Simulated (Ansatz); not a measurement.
The reference is ZrOs in the CsCl type structure (space group Pm-3m, No. 221; a = 3.2469 Å; relaxed with 0.1 eV smearing). Axes: x, y, z lie along the cube axes.

All numbers come from Ansatz (a program for electronic structure) PBEsol, no spin-orbit coupling.

The change: tensile biaxial strain of 1.25 % in the plane normal to [111], as in epitaxy on a mismatched substrate; the out-of-plane cell vector and the atoms relax.

**Question.** What happens to the out-of-plane strain and energy relative to the base?

**Answer.** The out-of-plane strain is -1.08 %; the energy grows by 6.0 meV/atom.

No phonon test of stability was made. The final runs are not spin-polarised.
